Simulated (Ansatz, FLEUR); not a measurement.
A FLEUR input for a self-consistent single point of PbO2 (P4_2/mnm, 6 atoms in the cell) (DFT, PBE, all-electron FLAPW (FLEUR), scalar-relativistic valence):

Input of the input generator:

```
scf PbO2
&input film=f /
4.9600000000 0.0000000000 0.0000000000
0.0000000000 4.9600000000 0.0000000000
0.0000000000 0.0000000000 3.3900000000
1.8897261246
1.0 1.0 1.0

6
82 0.0000000000 0.0000000000 -0.0000000000
82 0.5000000000 0.5000000000 0.5000000000
8 0.3070000000 0.3070000000 -0.0000000000
8 0.8070000000 0.1930000000 0.5000000000
8 0.1930000000 0.8070000000 0.5000000000
8 0.6930000000 0.6930000000 -0.0000000000

&comp jspins=1 /
&kpt div1=5 div2=5 div3=7 /
&end /
```

```xml
<?xml version="1.0" encoding="UTF-8" standalone="no"?>
<fleurInput fleurInputVersion="0.39">
   <comment>
      scf PbO2                                                                                            
   </comment>
   <calculationSetup>
      <cutoffs Kmax="4.5" Gmax="13.5" GmaxXC="13.5" numbands="0"/>
      <scfLoop itmax="80" minDistance="0.00001" maxIterBroyd="40" imix="Anderson" alpha="0.05" precondParam="0.0" spinf="2.0"/>
      <coreElectrons ctail="T" frcor="F" kcrel="0" coretail_lmax="0"/>
      <xcFunctional name="pbe" relativisticCorrections="F"/>
      <magnetism jspins="1"/>
      <soc l_soc="F" theta="0.0" phi="0.0" spav="F"/>
      <expertModes spex="0" secvar="F"/>
      <geometryOptimization l_f="T" forcealpha="1.0" forcemix="BFGS" epsdisp="0.00001" epsforce="0.00001"/>
      <ldaU l_linMix="F" mixParam="0.05" spinf="1.0"/>
   </calculationSetup>
   <cell>
      <bzIntegration valenceElectrons="52.0" mode="gauss" fermiSmearingEnergy="0.00367493">
         <kPointListSelection listName="default-1"/>
         <!-- k-points included here -->
         <xi:include xmlns:xi="http://www.w3.org/2001/XInclude" href="kpts.xml"> </xi:include>
      </bzIntegration>
      <!-- symmetry operations included here -->
      <xi:include xmlns:xi="http://www.w3.org/2001/XInclude" href="sym.xml"> </xi:include>
      <bulkLattice scale="1.0">
         <bravaisMatrix>
            <row-1>    9.3730415780160001     0.0000000000000000     0.0000000000000000</row-1>
            <row-2>    0.0000000000000000     9.3730415780160001     0.0000000000000000</row-2>
            <row-3>    0.0000000000000000     0.0000000000000000     6.4061715623939994</row-3>
         </bravaisMatrix>
      </bulkLattice>
   </cell>
   <atomSpecies>
      <species name="Lead (Pb)" element="Pb" atomicNumber="82">
         <mtSphere radius="2.37" gridPoints="837" logIncrement="0.016"/>
         <atomicCutoffs lmax="10" lnonsphr="8"/>
         <electronConfig flipSpins="F">
            <coreConfig>(1s1/2) (2s1/2) (2p1/2) (2p3/2) (3s1/2) (3p1/2) (3p3/2) (4s1/2) (3d3/2) (3d5/2) (4p1/2) (4p3/2) (5s1/2) (4d3/2) (4d5/2) (4f5/2) (4f7/2) (5p1/2) (5p3/2)</coreConfig>
            <valenceConfig>(6s1/2) (5d3/2) (5d5/2) (6p1/2) (6p3/2)</valenceConfig>
            <stateOccupation state="(6p1/2)" spinUp="0.3333333333333" spinDown="0.3333333333333"/>
            <stateOccupation state="(6p3/2)" spinUp="0.6666666666667" spinDown="0.6666666666667"/>
         </electronConfig>
         <energyParameters s="6" p="6" d="6" f="5"/>
         <lo type="SCLO" l="2" n="5" eDeriv="0"/>
      </species>
      <species name="Oxygen (O)" element="O" atomicNumber="8">
         <mtSphere radius="1.34" gridPoints="473" logIncrement="0.022"/>
         <atomicCutoffs lmax="6" lnonsphr="4"/>
         <electronConfig flipSpins="F">
            <coreConfig>(1s1/2)</coreConfig>
            <valenceConfig>(2s1/2) (2p1/2) (2p3/2)</valenceConfig>
            <stateOccupation state="(2p1/2)" spinUp="0.6666666666667" spinDown="0.6666666666667"/>
            <stateOccupation state="(2p3/2)" spinUp="1.3333333333333" spinDown="1.3333333333333"/>
         </electronConfig>
         <energyParameters s="2" p="2" d="3" f="4"/>
      </species>
   </atomSpecies>
   <atomGroups>
      <atomGroup species="Lead (Pb)">
         <relPos label="                   1">.0000000000 .0000000000 .0000000000</relPos>
         <relPos label="                   2">1.000/2.000 1.000/2.000 1.000/2.000</relPos>
         <force calculate="T" relaxXYZ="TTT"/>
      </atomGroup>
      <atomGroup species="Oxygen (O)">
         <relPos label="                   3">.3070000000 .3070000000 .0000000000</relPos>
         <relPos label="                   4">-.1930000000 .1930000000 1.000/2.000</relPos>
         <relPos label="                   5">.1930000000 -.1930000000 1.000/2.000</relPos>
         <relPos label="                   6">-.3070000000 -.3070000000 .0000000000</relPos>
         <force calculate="T" relaxXYZ="TTT"/>
      </atomGroup>
   </atomGroups>
   <output dos="F" band="F" slice="F">
      <checks vchk="F" cdinf="F"/>
      <bandDOS minEnergy="-.5*Htr" maxEnergy="0.5*Htr" sigma="0.015" storeEVData="T"/>
      <vacuumDOS vacdos="F" integ="F" star="F" nstars="0" locx1="0.0" locy1="0.0" locx2="0.0" locy2="0.0" nstm="0" tworkf="0.0"/>
      <unfoldingBand unfoldBand="F" supercellX="1" supercellY="1" supercellZ="1"/>
      <plotting iplot="0" polar="F">
         <plot TwoD="T" vec1="  1.0  0.0  0.0" vec2="  0.0  1.0  0.0" vec3="  0.0  0.0  1.0" zero="  0.0  0.0  0.0" file="plot"/>
      </plotting>
      <chargeDensitySlicing numkpt="0" minEigenval="0.0" maxEigenval="0.0" nnne="0" pallst="F"/>
      <specialOutput eonly="F"/>
      <magneticCircularDichroism mcd="F" energyLo="-10.0" energyUp="0.0"/>
   </output>
  <!-- We include the file relax.xml here to enable relaxations (see documentation) -->
  <xi:include xmlns:xi="http://www.w3.org/2001/XInclude" href="relax.xml"> <xi:fallback/> </xi:include>
</fleurInput>
```

Task: Translate this input to Ansatz (a quantum-chemistry and plane-wave program).

Result: This is the input that was run; spellings and numerical settings could be chosen otherwise.

Ansatz 0.2 input:
```yaml
crystal:
  lattice:
    - [4.960000, 0.000000, 0.000000]
    - [0.000000, 4.960000, 0.000000]
    - [0.000000, 0.000000, 3.390000]
  atoms:
    - { symbol: Pb, position: [0.000000, 0.000000, 0.000000] }
    - { symbol: Pb, position: [0.500000, 0.500000, 0.500000] }
    - { symbol: O, position: [0.307000, 0.307000, 0.000000] }
    - { symbol: O, position: [0.807000, 0.193000, 0.500000] }
    - { symbol: O, position: [0.193000, 0.807000, 0.500000] }
    - { symbol: O, position: [0.693000, 0.693000, 0.000000] }
kpoints:
  mp_grid: { grid: [5, 5, 7] }
hamiltonian:
  xc: pbe
  pseudopotentials: { kind: paw }
scf:
  occupations: { method: gaussian, width: 0.1 eV }
output:
  forces: true
  eigenvalues: true
  stress: true
```

Basis, cutoffs, solver keys and any potentials are the target program's own. This input uses DFT, PBE, plane waves, default PAW files.

The starting cell has typed, rounded lattice constants, without a prior relaxation at this level.
